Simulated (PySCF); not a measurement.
PySCF 2.14.0, HF/def2-svp: In(Br)3 ([Br][In]([Br])[Br]), 4 atoms. The geometry is a generated start, not checked to be a minimum at this level.

```
Quantity                                                   Value
-------------------------------  -------------------------------
task                                         energy and gradient
basis                                                   def2-svp
two-electron scheme                  exact four-centre integrals
mf.init_guess                                    minao (default)
mf.DIIS                                          CDIIS (default)
mf.diis_space                                        8 (default)
effective core potentials        those of the basis set, past Kr
basis functions (reference run)                              122
```

```xyz
4

In     0.0002     0.0002     0.0003
Br    -1.9731    -1.5099    -0.1903
Br    -0.0218     2.2254    -1.1197
Br     1.9947    -0.7156     1.3097
```

The reference run uses exact four-centre integrals. Each setting ran once; only counts and results are compared.

Settings tried, all else as in the reference:
- mol.max_memory = 200 MB, mf.direct_scf_tol = 1e-11
- mol.max_memory = 200 MB, mf.direct_scf_tol = 1e-06, mf.conv_tol = 1e-06 Hartree
- mol.max_memory = 200 MB, mf.direct_scf_tol = 1e-07, mf.conv_tol = 1e-06 Hartree
- mol.max_memory = 200 MB, mf.direct_scf_tol = 1e-10
- mol.max_memory = 200 MB, mf.direct_scf_tol = 1e-08, mf.conv_tol = 1e-06 Hartree

Q: Which of these stay within 1.0 meV/atom in energy, 10 meV/Å in forces (largest component) of the reference run?

A: Within it: mol.max_memory = 200 MB, mf.direct_scf_tol = 1e-11; mol.max_memory = 200 MB, mf.direct_scf_tol = 1e-10; mol.max_memory = 200 MB, mf.direct_scf_tol = 1e-08, mf.conv_tol = 1e-06 Hartree; mol.max_memory = 200 MB, mf.direct_scf_tol = 1e-07, mf.conv_tol = 1e-06 Hartree. Outside: mol.max_memory = 200 MB, mf.direct_scf_tol = 1e-06, mf.conv_tol = 1e-06 Hartree.

```
setting                                                                          energy against the reference  difference in forces (largest component)
-------------------------------------------------------------------------------  ----------------------------  ----------------------------------------
mol.max_memory = 200 MB, mf.direct_scf_tol = 1e-11                                       under 0.001 meV/atom                         under 0.001 meV/Å
mol.max_memory = 200 MB, mf.direct_scf_tol = 1e-10                                       under 0.001 meV/atom                         under 0.001 meV/Å
mol.max_memory = 200 MB, mf.direct_scf_tol = 1e-08, mf.conv_tol = 1e-06 Hartree          under 0.001 meV/atom                                0.39 meV/Å
mol.max_memory = 200 MB, mf.direct_scf_tol = 1e-07, mf.conv_tol = 1e-06 Hartree               +0.061 meV/atom                              0.0071 meV/Å
mol.max_memory = 200 MB, mf.direct_scf_tol = 1e-06, mf.conv_tol = 1e-06 Hartree                 −3.9 meV/atom                                0.23 meV/Å
```

Total energies are compared; such shifts often cancel in part in energy differences. The small max_memory forces a direct SCF, where direct_scf_tol acts; the reference holds its integrals in memory. Also tried and not ranked: mol.max_memory = 200 MB, mf.direct_scf_tol = 1e-08 (ended without SCF convergence in 50 cycles); mol.max_memory = 200 MB, mf.direct_scf_tol = 1e-09 (ended without SCF convergence in 50 cycles); mol.max_memory = 200 MB, mf.direct_scf_tol = 1e-12 (same energy as a listed run); mol.max_memory = 200 MB (same energy as a listed run). The tolerance is a choice made for this comparison.
